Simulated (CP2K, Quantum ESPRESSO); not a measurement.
A Quantum ESPRESSO input for a self-consistent single point of LaOF (P4/nmm, 6 atoms in the cell) (DFT, LDA (PZ), plane waves, GBRV 1.5 ultrasoft (LDA) pseudopotentials):

```fortran
&CONTROL
 calculation = 'scf'
 prefix = 'run'
 outdir = './out'
 pseudo_dir = './'
 tprnfor = .true.
 tstress = .true.
/
&SYSTEM
 ibrav = 6
 A = 3.97361300
 C = 5.67729300
 nat = 6
 ntyp = 3
 ecutwfc = 40
 ecutrho = 200
 occupations = 'fixed'
 nbnd = 28
/
&ELECTRONS
 conv_thr = 1e-10
 mixing_beta = 0.7
/
ATOMIC_SPECIES
La   138.9055  la_lda_v1.uspp.F.UPF
O     15.9990  o_lda_v1.2.uspp.F.UPF
F     18.9984  f_lda_v1.4.uspp.F.UPF
ATOMIC_POSITIONS {crystal}
La    0.50000000    0.00000000    0.71571000
La    0.00000000    0.50000000    0.28429000
O     0.00000000    0.00000000    0.50000000
O     0.50000000    0.50000000    0.50000000
F     0.50000000    0.50000000    0.00000000
F     0.00000000    0.00000000    0.00000000
K_POINTS {automatic}
8 8 5  0 0 0
```

### Question
Translate this input to CP2K.

### Answer
This is the input that was run; spellings and numerical settings could be chosen otherwise.

```
&GLOBAL
  PROJECT bulk
  RUN_TYPE ENERGY_FORCE
  PRINT_LEVEL MEDIUM
&END GLOBAL
&FORCE_EVAL
  METHOD Quickstep
  STRESS_TENSOR ANALYTICAL
  &DFT
    BASIS_SET_FILE_NAME BASIS_MOLOPT
    BASIS_SET_FILE_NAME BASIS_MOLOPT_UCL
    POTENTIAL_FILE_NAME GTH_POTENTIALS
    &QS
      METHOD GPW
      EPS_DEFAULT 1E-11
    &END QS
    &MGRID
      CUTOFF 550
      REL_CUTOFF 50
      NGRIDS 5
    &END MGRID
    &SCF
      SCF_GUESS ATOMIC
      EPS_SCF 1E-6
      MAX_SCF 100
      ADDED_MOS 9
      &DIAGONALIZATION
        ALGORITHM STANDARD
      &END DIAGONALIZATION
      &MIXING
        METHOD BROYDEN_MIXING
        ALPHA 0.3
        NBUFFER 12
        BETA 1
      &END MIXING
    &END SCF
    &KPOINTS
      SCHEME MONKHORST-PACK 8 8 5
      GAMMA_CENTERED T
    &END KPOINTS
    &XC
      &XC_FUNCTIONAL PADE
      &END XC_FUNCTIONAL
    &END XC
    &PRINT
      &MO
        EIGENVALUES T
        OCCUPATION_NUMBERS T
        NDIGITS 8
        FILENAME mo
        &EACH
          QS_SCF 0
        &END EACH
        ADD_LAST NUMERIC
      &END MO
      &MULLIKEN ON
      &END MULLIKEN
    &END PRINT
  &END DFT
  &SUBSYS
    &CELL
      ABC 3.97361300 3.97361300 5.67729300
      ALPHA_BETA_GAMMA 90.00000000 90.00000000 90.00000000
      PERIODIC XYZ
    &END CELL
    &COORD
      SCALED
      La       0.50000000     0.00000000     0.71571000
      La       0.00000000     0.50000000     0.28429000
      O        0.00000000     0.00000000     0.50000000
      O        0.50000000     0.50000000     0.50000000
      F        0.50000000     0.50000000     0.00000000
      F        0.00000000     0.00000000     0.00000000
    &END COORD
    &KIND La
      BASIS_SET DZVP-MOLOPT-SR-GTH
      POTENTIAL GTH-PADE-q11
    &END KIND
    &KIND O
      BASIS_SET DZVP-MOLOPT-SR-GTH
      POTENTIAL GTH-PADE-q6
    &END KIND
    &KIND F
      BASIS_SET DZVP-MOLOPT-SR-GTH
      POTENTIAL GTH-PADE-q7
    &END KIND
  &END SUBSYS
  &PRINT
    &FORCES ON
    &END FORCES
    &STRESS_TENSOR ON
    &END STRESS_TENSOR
  &END PRINT
&END FORCE_EVAL
```

Basis, cutoffs, solver keys and any potentials are the target program's own. This input uses DFT LDA (Pade form), GPW, DZVP-MOLOPT-SR-GTH basis, GTH-PADE potentials (GTH_POTENTIALS). LDA parametrisations can differ slightly between programs.

The starting cell comes from a database of computed structures (which also holds hypothetical and non-ambient phases and stackings), without a prior relaxation at this level. Its lattice was rescaled by a random factor within 2.5 % of one.
